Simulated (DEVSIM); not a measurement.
## abrupt Ge n-p junction

System: abrupt Ge n-p junction, at 300 K.

```csv
layer (left to right),material,thickness (μm),Nd (cm⁻³),Na (cm⁻³),τn (s),τp (s)
1,Ge,1.40,1.5e15,-,0.00037,0.00037
2,Ge,45.0,-,5.4e14,0.00037,0.00037
```

Left contact: ohmic. Right contact: ohmic. Voltage is applied to the left contact. Recombination: SRH at mid-gap. Mobility is constant in doping.

The device is made up for the run: typed textbook-type constants, with dimensions and the other settings drawn at random. Values at 300 K.

```csv
parameter,Ge
gap (eV),0.664
affinity (eV),4
permittivity,16
Nc (cm⁻³),1.04e19
Nv (cm⁻³),6e18
μn (cm²/Vs),3900
μp (cm²/Vs),1900
```

Model (solved in DEVSIM): 1D drift-diffusion, Boltzmann statistics, complete ionisation; no tunnelling, impact ionisation, image-force lowering or self-heating.

| Quantity | Result |
|---|---|
| Potential step across the device at zero bias | 0.195 V |
| Largest field in the device at zero bias | 3700 V/cm |
| Dark forward voltage at 1 A/cm² | 0.123 V |
| Dark forward voltage at 100 A/cm² | 0.728 V |

Dark forward current:

```tsv
V (V)	J (A/cm²)
-0.05	-0.11
-0.10	-0.60
-0.15	-1.8
-0.20	-4.0
-0.25	-7.1
-0.30	-11
-0.35	-17
-0.40	-24
-0.45	-32
-0.50	-41
-0.55	-52
-0.60	-64
-0.65	-77
-0.70	-92
-0.75	-110
-0.80	-120
-0.85	-140
-0.90	-160
-0.95	-180
-1.00	-210
-1.05	-230
-1.10	-260
-1.15	-280
```
